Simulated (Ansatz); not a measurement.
The starting structures come from a database of crystals and need not be the phases stable at ambient conditions.

 Where the default PAW files enter, the runs use the earlier of Ansatz's two default sets.

By PBEsol, the system below comes out a metal.

The ballistic (Sharvin) conductance counts the channels at the Fermi level: G/A = (e²/h) × channels of both spins per area.

Input:

```xyz
8
Lattice="3.8046 0.0000 0.0000 0.0000 5.8711 0.0000 0.0000 0.0000 6.2338" Properties=species:S:1:pos:R:3 pbc="T T T"
Ge     0.9512     4.7787     3.6655
Ge     2.8535     1.0924     2.5683
Ge     2.8535     4.0280     0.5486
Ge     0.9512     1.8431     5.6852
Pt     0.9512     0.0109     1.2013
Pt     2.8535     5.8603     5.0325
Pt     2.8535     2.9247     4.3182
Pt     0.9512     2.9464     1.9156
```

Space group of this cell: Pnma. The cell is strained (all lengths scaled by 1.02); by PBEsol its mean pressure is -10.7 GPa.

The current flows along the normal of the first two printed cell vectors. No spin-orbit coupling; the value is a mean over 0.1 eV about the Fermi level.

Task: State the ballistic conductance per area according to Ansatz (a first-principles code) with PBEsol.

Result: 0.37 × 10¹⁵ S/m² for both spins.
